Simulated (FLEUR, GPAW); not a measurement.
A GPAW input for a self-consistent single point of Mg3Sn (I4/mmm, 4 atoms in the cell) (DFT PBEsol, plane waves, GPAW PAW datasets PBEsol (made by gpaw-setup)):

```python
from ase import Atoms
from ase.units import GPa
from gpaw import GPAW

atoms = Atoms(['Mg', 'Mg', 'Mg', 'Sn'],
              cell=[[-2.186885, 2.186885, 4.409824],
                    [2.186885, -2.186885, 4.409824],
                    [2.186885, 2.186885, -4.409824]],
              scaled_positions=[[0.500000, 0.500000, 0.000000],
                                [0.250000, 0.750000, 0.500000],
                                [0.750000, 0.250000, 0.500000],
                                [0.000000, 0.000000, 0.000000]],
              pbc=True)

calc = GPAW(mode={'name': 'pw', 'ecut': 800},
            xc='PBEsol',
            kpts={'size': (8, 8, 8), 'gamma': True},
            occupations={'name': 'methfessel-paxton', 'width': 0.272, 'order': 0},
            nbands=-10,
            convergence={'density': 1e-05},
            symmetry={'symmorphic': False, 'tolerance': 0.0005},
            maxiter=150)

atoms.calc = calc

energy = atoms.get_potential_energy()
print('Energy (eV):', round(energy, 6))
forces = atoms.get_forces()
print('Forces (eV/Ang):')
print(forces.round(5))
stress = atoms.get_stress()
print('Stress (GPa, Voigt):', (stress / GPa).round(4))
```

Q: Translate this input to FLEUR.

A: One input that does it (others would too):

Input of the input generator:

```
Mg3Sn FLAPW
&input film=f /
-4.1326137161 4.1326137161 8.3333596178
4.1326137161 -4.1326137161 8.3333596178
4.1326137161 4.1326137161 -8.3333596178
1.0
1.0 1.0 1.0

4
12 0.5000000000 0.5000000000 0.0000000000
12 0.2500000000 0.7500000000 0.5000000000
12 0.7500000000 0.2500000000 0.5000000000
50 0.0000000000 0.0000000000 0.0000000000

&comp jspins=1 /
&exco xctyp='PBEs' /
&kpt div1=8 div2=8 div3=8 gamma=t /
&end /
```

```xml
<?xml version="1.0" encoding="UTF-8" standalone="no"?>
<fleurInput fleurInputVersion="0.39">
   <comment>
      Mg3Sn FLAPW                                                                                         
   </comment>
   <calculationSetup>
      <cutoffs Kmax="3.8" Gmax="13.3" GmaxXC="13.3" numbands="0"/>
      <scfLoop itmax="100" minDistance="0.00001" maxIterBroyd="15" imix="Anderson" alpha="0.05" precondParam="0.0" spinf="2.0"/>
      <coreElectrons ctail="T" frcor="F" kcrel="0" coretail_lmax="0"/>
      <xcFunctional name="PBEs" relativisticCorrections="F"/>
      <magnetism jspins="1"/>
      <soc l_soc="F" theta="0.0" phi="0.0" spav="F"/>
      <expertModes spex="0" secvar="F"/>
      <geometryOptimization l_f="T" forcealpha="1.0" forcemix="BFGS" epsdisp="0.00001" epsforce="0.00001"/>
      <ldaU l_linMix="F" mixParam="0.05" spinf="1.0"/>
   </calculationSetup>
   <cell>
      <bzIntegration valenceElectrons="44.0" mode="gauss" fermiSmearingEnergy="0.00999582">
         <kPointListSelection listName="default-1"/>
         <!-- k-points included here -->
         <xi:include xmlns:xi="http://www.w3.org/2001/XInclude" href="kpts.xml"> </xi:include>
      </bzIntegration>
      <!-- symmetry operations included here -->
      <xi:include xmlns:xi="http://www.w3.org/2001/XInclude" href="sym.xml"> </xi:include>
      <bulkLattice scale="1.0">
         <bravaisMatrix>
            <row-1>   -4.1326137160999998     4.1326137160999998     8.3333596177999993</row-1>
            <row-2>    4.1326137160999998    -4.1326137160999998     8.3333596177999993</row-2>
            <row-3>    4.1326137160999998     4.1326137160999998    -8.3333596177999993</row-3>
         </bravaisMatrix>
      </bulkLattice>
   </cell>
   <atomSpecies>
      <species name="Magnesium (Mg)" element="Mg" atomicNumber="12">
         <mtSphere radius="2.68" gridPoints="925" logIncrement="0.013"/>
         <atomicCutoffs lmax="10" lnonsphr="8"/>
         <electronConfig flipSpins="F">
            <coreConfig>(1s1/2)</coreConfig>
            <valenceConfig>(2s1/2) (2p1/2) (2p3/2) (3s1/2)</valenceConfig>
         </electronConfig>
         <energyParameters s="3" p="3" d="3" f="4"/>
         <lo type="SCLO" l="0" n="2" eDeriv="0"/>
         <lo type="SCLO" l="1" n="2" eDeriv="0"/>
      </species>
      <species name="Tin (Sn)" element="Sn" atomicNumber="50">
         <mtSphere radius="2.68" gridPoints="925" logIncrement="0.014"/>
         <atomicCutoffs lmax="10" lnonsphr="8"/>
         <electronConfig flipSpins="F">
            <coreConfig>(1s1/2) (2s1/2) (2p1/2) (2p3/2) (3s1/2) (3p1/2) (3p3/2) (4s1/2) (3d3/2) (3d5/2) (4p1/2) (4p3/2)</coreConfig>
            <valenceConfig>(5s1/2) (4d3/2) (4d5/2) (5p1/2) (5p3/2)</valenceConfig>
            <stateOccupation state="(5p1/2)" spinUp="0.3333333333333" spinDown="0.3333333333333"/>
            <stateOccupation state="(5p3/2)" spinUp="0.6666666666667" spinDown="0.6666666666667"/>
         </electronConfig>
         <energyParameters s="5" p="5" d="5" f="4"/>
         <lo type="SCLO" l="2" n="4" eDeriv="0"/>
      </species>
   </atomSpecies>
   <atomGroups>
      <atomGroup species="Magnesium (Mg)">
         <relPos label="                   1">1.000/2.000 1.000/2.000 .0000000000</relPos>
         <force calculate="T" relaxXYZ="TTT"/>
      </atomGroup>
      <atomGroup species="Magnesium (Mg)">
         <relPos label="                   2">1.000/4.000 -1.000/4.000 1.000/2.000</relPos>
         <relPos label="                   3">-1.000/4.000 1.000/4.000 1.000/2.000</relPos>
         <force calculate="T" relaxXYZ="TTT"/>
      </atomGroup>
      <atomGroup species="Tin (Sn)">
         <relPos label="                   4">.0000000000 .0000000000 .0000000000</relPos>
         <force calculate="T" relaxXYZ="TTT"/>
      </atomGroup>
   </atomGroups>
   <output dos="F" band="F" slice="F">
      <checks vchk="F" cdinf="F"/>
      <bandDOS minEnergy="-.5*Htr" maxEnergy="0.5*Htr" sigma="0.015" storeEVData="T"/>
      <vacuumDOS vacdos="F" integ="F" star="F" nstars="0" locx1="0.0" locy1="0.0" locx2="0.0" locy2="0.0" nstm="0" tworkf="0.0"/>
      <unfoldingBand unfoldBand="F" supercellX="1" supercellY="1" supercellZ="1"/>
      <plotting iplot="0" polar="F">
         <plot TwoD="T" vec1="  1.0  0.0  0.0" vec2="  0.0  1.0  0.0" vec3="  0.0  0.0  1.0" zero="  0.0  0.0  0.0" file="plot"/>
      </plotting>
      <chargeDensitySlicing numkpt="0" minEigenval="0.0" maxEigenval="0.0" nnne="0" pallst="F"/>
      <specialOutput eonly="F"/>
      <magneticCircularDichroism mcd="F" energyLo="-10.0" energyUp="0.0"/>
   </output>
  <!-- We include the file relax.xml here to enable relaxations (see documentation) -->
  <xi:include xmlns:xi="http://www.w3.org/2001/XInclude" href="relax.xml"> <xi:fallback/> </xi:include>
</fleurInput>
```

Basis settings and potentials, where a program has them, do not carry over. This input uses DFT, PBEsol, all-electron FLAPW (FLEUR), scalar-relativistic valence.

The starting cell comes from a database of computed structures (which also holds hypothetical and non-ambient phases and stackings), without a prior relaxation at this level. For this run, on top of that: lattice scaled by 0.98.
